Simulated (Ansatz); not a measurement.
A periodic model of amorphous In9Ga9Zn9O38Si:

```xyz
66
Lattice="9.6199 0.1333 -0.1596 0.1333 9.2183 -0.1572 -0.1596 -0.1572 9.4627" Properties=species:S:1:pos:R:3 pbc="T T T"
In     5.4303     7.8673     4.1584
In     2.3752     4.9291     8.8581
In     5.6145     5.9486     0.9460
In     3.2705     8.4599     0.3233
In     1.6660     2.0489     6.6539
In     8.5060     1.2103     8.1521
In     9.5966     5.8091     5.7599
In     4.4891     2.1970     2.3535
In     5.2355     3.0735     8.6543
Ga     1.8123     4.0160     3.9257
Ga     2.6724     0.0960     4.0775
Ga     8.0097     1.9244     1.9291
Ga     6.4660     5.2212     6.9406
Ga     1.5842     2.1796     1.0585
Ga     4.4204     0.1103     6.9861
Ga     8.7717     4.2808     0.4956
Ga     0.3623     8.4816     1.5942
Ga     9.0891     0.0815     4.7320
Zn     2.4427     6.6045     2.8001
Zn     3.4091     6.1662     5.9583
Zn     8.6537     3.2112     4.3534
Zn     8.5012     6.9233     8.7546
Zn     5.9709     4.8272     4.1130
Zn     6.5831     1.6865     5.2937
Zn     1.3098     8.0904     7.3665
Zn     8.4772     6.1649     2.8629
Zn     4.2970     3.1842     5.6841
O      2.1241     8.5237     2.2251
O      2.2979     2.6844     2.7572
O      9.5964     1.2259     1.0991
O      8.2287     5.5631     7.4189
O      3.3765     4.5783     4.7207
O      6.0432     3.3401     6.6736
O      0.8229     7.6297    -0.0270
O      8.0601     1.4221     3.7292
O      1.7720     5.9957     7.1206
O      9.5114     7.9154     5.8414
O      0.9372     5.5894     3.4591
O      5.3340     0.8992     8.4575
O      0.9730     3.7953     0.2075
O      4.3483     0.3259     3.3108
O      3.3323     6.3021     0.9495
O      6.0390     9.0831     5.7188
O      3.5241     1.3388     5.8986
O      8.3827     1.4201     6.1300
O      5.4134     8.1026     0.4404
O      8.6431     3.6245     2.2572
O      7.9936     5.0749     4.5509
O      1.1706     0.7480     4.8749
O      3.2995     7.5100     4.4548
O      5.6132     2.9385     4.0215
O      5.3149     5.2857     8.4158
O      8.9516     8.1318     2.8960
O      6.1493     6.3899     2.9039
O      5.0136     3.8415     1.1508
O      0.9541     0.8405     8.1692
O      8.0234     5.9476     0.8419
O      0.7346     3.5664     5.4650
O      5.4526     6.1236     5.6601
O      3.1669     3.3321     7.7597
O      3.2008     1.3572     0.6684
O      6.3979     1.1445     1.4514
O      7.6329     8.7278     8.8797
O      7.5578     2.7837     9.1767
O      3.3437     8.1652     7.6080
Si     6.2097     0.1350     0.1786
```

Level of theory: PBE, scalar-relativistic without spin-orbit coupling (plane waves to 420 eV, PAW; Ansatz, a first-principles code).

The cell was made by melting and quenching with the CHGNet potential and then relaxed with DFT. O atoms were pushed apart under 1.9 Å during the dynamics, to hinder bonds among them. The hot cell started wider than the set density and was brought back towards it in steps. It is the lowest in DFT energy of 2 quenches. It is a model cell: composition and starting density were chosen by hand, and all elements were melted together. No dispersion term was used. Its density started from a set value of 5.71 and ended at 5.71 g/cm³. The quench (nominally 210 K/ps over its main leg) was far faster than any real one, so the model tends to hold more defects than a real film. Values belong to this one cell and scatter from quench to quench. The volume was held where the preparation left it and the shape relaxed, at a PBE pressure of 1.5 GPa. Stress components on the final sampling reach 1.6 GPa.

Cut-offs for bonds: In-In 3.12 Å, In-Ga 2.90 Å, In-Zn 2.90 Å, In-O 2.78 Å, In-Si 2.78 Å, Ga-Ga 2.68 Å, Ga-Zn 2.68 Å, Ga-O 2.20 Å, Ga-Si 2.56 Å, Zn-Zn 2.68 Å, Zn-O 2.44 Å, Zn-Si 2.56 Å, O-O 1.58 Å, O-Si 2.12 Å, Si-Si 2.60 Å. Two cations that share two anions don't count as bonded, nor two that share one unless they lie closer than In-In 3.04 Å, In-Ga 2.82 Å, In-Zn 2.82 Å, In-Si 2.71 Å, Ga-Ga 2.61 Å, Ga-Zn 2.61 Å, Ga-Si 2.49 Å, Zn-Zn 2.61 Å, Zn-Si 2.49 Å, Si-Si 2.38 Å.

### Question
Give the coordination numbers, mean bond lengths and angles.

### Answer

The mean coordination of In by anions is 5.44 (1 with 4, 3 with 5, 5 with 6). The mean coordination of Ga by anions comes out as 4.11 (8 with 4, 1 with 5) and the mean coordination of Zn by anions is 4.44 (5 with 4, 4 with 5). The mean coordination of O is 3.42 (22 with 3, 16 with 4) and the mean coordination of Si by anions comes out as 4.00 (1 with 4). The mean In-O bond comes out as 2.207 Å (spread 0.136 Å, 49 counted) and the mean Zn-O bond comes out as 2.062 Å (spread 0.101 Å, 40 counted). The mean Ga-O bond is 1.897 Å (spread 0.055 Å, 37 counted). The mean O-Si bond is 1.638 Å (spread 0.017 Å, 4 counted), the bond angle at In is mean 104.8°, spread 28.7° and the bond angle at Ga comes out as mean 108.0°, spread 16.5°. The bond angle at Zn comes out as mean 106.7°, spread 23.2°. The bond angle at O is mean 111.5°, spread 16.8°. The bond angle at Si is mean 109.4°, spread 2.8°.

### Question
List the pairs of like atoms that count as bonded by the rules above.

### Answer
There are none by these rules.
